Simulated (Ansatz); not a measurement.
The parent structure is CdF2 in the fluorite structure (space group Fm-3m, No. 225).

```
CELL_PARAMETERS angstrom
      0.00000     2.69198     2.69198
      2.69198     0.00000     2.69198
      2.69198     2.69198     0.00000
ATOMIC_POSITIONS crystal
  Cd 0.00000 0.00000 0.00000
  F  0.25000 0.25000 0.25000
  F  0.75000 0.75000 0.75000
```

Cartesian axes are those of the cell as printed.

Calculations: Ansatz (a program for electronic structure), PBEsol, PAW, cutoff 420 eV, spin-orbit coupling left out.

Before the change:

The smallest direct gap comes out as 3.43 eV and the shortest interatomic distance comes out as 2.331 Å.

The change: tensor shear ε_xy = +1.71 % (engineering shear γ = 0.0342), atoms relaxed at fixed cell.

What does the calculation give for the smallest direct gap, shortest interatomic distance, stress and energy relative to the base after the change?

The smallest direct gap falls by 0.06 eV, from 3.43 eV to 3.37 eV; the shortest interatomic distance decreases by 0.021 Å to 2.310 Å; the stress (xx, yy, zz, yz, xz, xy; compression positive) amounts to (0.09, 0.09, 0.08, 0.00, 0.00, -0.70) GPa; the energy grows by 0.9 meV/atom.

The cells carry an imposed strain or load. Gaps are read on the SCF mesh and a high-symmetry path. Stability against distortions was not tested.
